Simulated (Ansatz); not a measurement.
A constructed model of the (111) surface of fcc Au, a layer of Ti in place of the second plane (bottom of the slab: a bare face, its two planes held)

These are PBE (plane waves to 420 eV, PAW; Ansatz, a first-principles code) values and carry that method's errors.

Slab: 6 atoms, 12.3 Å thick at the start; k 15x15x1, smearing 0.1 eV, dipole-corrected; 2 atoms held, the rest relaxed; held to the start's symmetry, so lower structures may exist; no spin, no spin-orbit, no U. It is one candidate, not shown to be the stable structure of the face.

```json
{
 "work_function_of_the_top_face": "4.23 eV",
 "energy_released_by_relaxation": "0.36 eV",
 "cost": "roughly 100 core-seconds"
}
```
